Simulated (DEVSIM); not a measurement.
Device: Schottky contact on n-type CdTe, at 250 K.

| layer (left to right) | material | thickness (μm) | Nd (cm⁻³) | τn (s) | τp (s) |
|---|---|---|---|---|---|
| 1 | CdTe | 3.50 | 9.5e16 | 2.6e-8 | 2.6e-8 |

Left contact: Schottky, work function 5.12 eV, emission velocity 9.2e6 cm/s. Right contact: ohmic. Voltage is applied to the left contact. Recombination: SRH at mid-gap, radiative, Auger. Mobility is μmin + (μ − μmin)/(1 + (N/Nref)^α).

The device is made up for the run: typed textbook-type constants, with dimensions and the other settings drawn at random. Values at 300 K; Nc and Nv go as T^1.5, mobilities as T to minus their exponent, the gap by Varshni's rule with the affinity fixed.

| parameter | CdTe |
|---|---|
| gap (eV) | 1.5 |
| affinity (eV) | 4.28 |
| permittivity | 10.2 |
| Nc (cm⁻³) | 8e17 |
| Nv (cm⁻³) | 1.8e19 |
| μn (cm²/Vs) | 1000 |
| μp (cm²/Vs) | 80 |
| μn,min | 100 |
| μp,min | 10 |
| Nref,n | 1e17 |
| Nref,p | 1e17 |
| αn | 0.6 |
| αp | 0.6 |
| T exponent of μn | 1.7 |
| T exponent of μp | 1.5 |
| B (cm³/s) | 1e-10 |
| Cn (cm⁶/s) | 1e-30 |
| Cp (cm⁶/s) | 1e-30 |
| Varshni α (eV/K) | 0.00031 |
| Varshni β (K) | 108 |

DEVSIM, 1D drift-diffusion, Boltzmann statistics, complete ionisation; no tunnelling, impact ionisation, image-force lowering or self-heating. Metal contacts follow the ideal Schottky-Mott rule: no Fermi-level pinning, no interface dipoles.

Base results: dark forward voltage at 1 A/cm² (V) 0.548; dark forward voltage at 100 A/cm² (V) 0.651; largest field in the device at zero bias (V/cm) 160000; potential step across the device at zero bias (V) 0.800.

**Question.** What follows from this one change: metal work function 5.12 → 5.02 eV?

**Answer.** dark forward voltage at 1 A/cm² 0.548 → 0.448 V; dark forward voltage at 100 A/cm² 0.651 → 0.551 V; largest field in the device at zero bias little changed (150000 V/cm); potential step across the device at zero bias 0.800 → 0.700 V.

**Question.** What follows from this one change: doping Nd of layer 1 9.5e+16 → 2.8e+15 cm^-3?

**Answer.** dark forward voltage at 1 A/cm² 0.548 → 0.557 V; dark forward voltage at 100 A/cm² 0.651 → 0.728 V; largest field in the device at zero bias 160000 → 26000 V/cm; potential step across the device at zero bias 0.800 → 0.724 V.

**Question.** What follows from this one change: temperature 250 → 350 K?

**Answer.** dark forward voltage at 1 A/cm² 0.548 → 0.417 V; dark forward voltage at 100 A/cm² 0.651 → 0.565 V; largest field in the device at zero bias little changed (160000 V/cm); potential step across the device at zero bias 0.800 → 0.769 V.
